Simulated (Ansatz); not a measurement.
Defect: C-vacancy pair (C on one host N site, one N site vacant) in wurtzite GaN, neutral cell. These are PBE, PAW (plane waves to 420 eV; Ansatz, a quantum-chemistry and plane-wave program) values and carry that method's errors.

Settings: 72 host sites, the relaxed PBE lattice, one k-point at (0.125, 0.250, 0.250), smearing 0.01 eV, spin-restricted, no image-charge correction. Energies are static. The charge state is imposed; whether it is stable for some Fermi level was not computed. Forms of the defect that were not tried may lie lower.

Barriers: single points on a 2×2×2 k-point mesh shifted by half a step along c at the bands' geometries (they differ from the bands' own by up to 0.22 eV, and are uncertain by about as much).

Relaxed starting cell (atoms counted from 1):

```xyz
71
Lattice="9.6554 0.0000 0.0000 -4.8277 8.3618 0.0000 0.0000 0.0000 10.4862" Properties=species:S:1:pos:R:3 pbc="T T T"
Ga     1.6929     0.8787     2.6649
Ga     1.5992     0.9283     7.8442
Ga    -0.0162     3.7169     2.6241
Ga    -0.0064     3.7076     7.8681
Ga    -1.6070     6.4991     2.6340
Ga    -1.6125     6.5012     7.8580
Ga     4.8290     0.9250     2.6338
Ga     4.8245     0.9260     7.8575
Ga     3.2150     3.7123     2.6339
Ga     3.2152     3.7144     7.8595
Ga     1.6037     6.5055     2.6340
Ga     1.6049     6.5011     7.8552
Ga     8.0420     0.9448     2.6212
Ga     8.0438     0.9290     7.8646
Ga     6.4223     3.7249     2.6307
Ga     6.4309     3.7153     7.8587
Ga     4.8298     6.5056     2.6336
Ga     4.8233     6.5001     7.8592
Ga     0.0088     1.8498     5.2425
Ga    -0.0130     1.8617    10.5065
Ga    -1.6201     4.6492     5.2426
Ga    -1.6259     4.6531    10.4806
Ga    -3.2304     7.4558     5.2383
Ga    -3.2267     7.4291    10.4653
Ga     3.1926     1.8556     5.2391
Ga     3.2153     1.8672    10.4604
Ga     1.6060     4.6380     5.2336
Ga     1.6064     4.6511    10.4873
Ga    -0.0121     7.4391     5.2381
Ga    -0.0068     7.4369    10.4840
Ga     6.4285     1.8663     5.2410
Ga     6.4226     1.8682    10.4782
Ga     4.8182     4.6509     5.2440
Ga     4.8163     4.6519    10.4846
Ga     3.2218     7.4370     5.2310
Ga     3.2118     7.4314    10.4881
C      1.5915     0.9389     4.5907
N      1.5899     0.9381     9.8521
N     -0.0217     3.7217     4.5813
N     -0.0095     3.7166     9.8661
N     -1.6114     6.4893     4.5982
N     -1.6105     6.5054     9.8357
N      4.8395     0.9367     4.5973
N      4.8243     0.9291     9.8349
N      3.2242     3.7316     4.5983
N      3.2083     3.7272     9.8357
N      1.6037     6.5048     4.5987
N      1.6023     6.5068     9.8397
N      8.0279     0.9421     4.5795
N      8.0388     0.9339     9.8593
N      6.4283     3.7215     4.5977
N      6.4259     3.7220     9.8364
N      4.8161     6.4891     4.5977
N      4.8133     6.5060     9.8356
N     -0.0193     1.8632     7.2389
N     -1.6188     4.6353     1.9664
N     -1.6101     4.6397     7.2218
N     -3.2215     7.4166     1.9392
N     -3.2228     7.4190     7.2372
N      3.2253     1.8667     1.9351
N      3.2230     1.8603     7.2397
N      1.5985     4.6330     1.9748
N      1.5987     4.6395     7.2170
N     -0.0013     7.4315     1.9747
N     -0.0031     7.4295     7.2149
N      6.4406     1.8691     1.9679
N      6.4367     1.8552     7.2193
N      4.8180     4.6481     1.9716
N      4.8233     4.6424     7.2192
N      3.2238     7.4466     1.9778
N      3.2138     7.4350     7.2130
```

End state 1 differs by these moves (Å; atoms that move under 0.08 Å are left out):

```csv
atom,element,Δx,Δy,Δz
1,Ga,-0.19,-0.01,0.01
60,N,-3.24,0.00,0.00
```

### Question
Predict the forward and backward barriers to end state 1 from PBE, PAW.

### Answer
forward 3.64 eV, backward 3.64 eV; at the saddle point atom 60 has neighbours Ga at 1.87, 3 Ga at 2.27, Ga at 2.29 Å. The saddle point's order was not checked, and it lies on a symmetry element of the cell, where a band can be held.

End state 2 differs by these moves (Å; atoms that move under 0.08 Å are left out):

```
atom  element     Δx     Δy     Δz
----  -------  -----  -----  -----
1          Ga  -0.08   0.06  -0.01
56          N   1.59  -2.77  -0.03
```

### Question
Give the forward and backward barriers to end state 2 at the level PBE, PAW.

### Answer
forward 3.50 eV, backward 3.28 eV; at the saddle point atom 56 has neighbours Ga at 1.86, Ga at 2.12, Ga at 2.20, Ga at 2.34 Å. The saddle point's order was not checked.

End state 3 differs by these moves (Å; atoms that move under 0.08 Å are left out):

| atom | element | Δx | Δy | Δz |
|---|---|---|---|---|
| 1 | Ga | -0.09 | 0.05 | -0.01 |
| 62 | N | -1.61 | -2.77 | -0.03 |

### Question
What forward and backward barriers to end state 3 does PBE, PAW give?

### Answer
forward 3.62 eV, backward 3.37 eV; at the saddle point atom 62 has neighbours Ga at 1.86, 2 Ga at 2.13 Å. The saddle point's order was not checked.
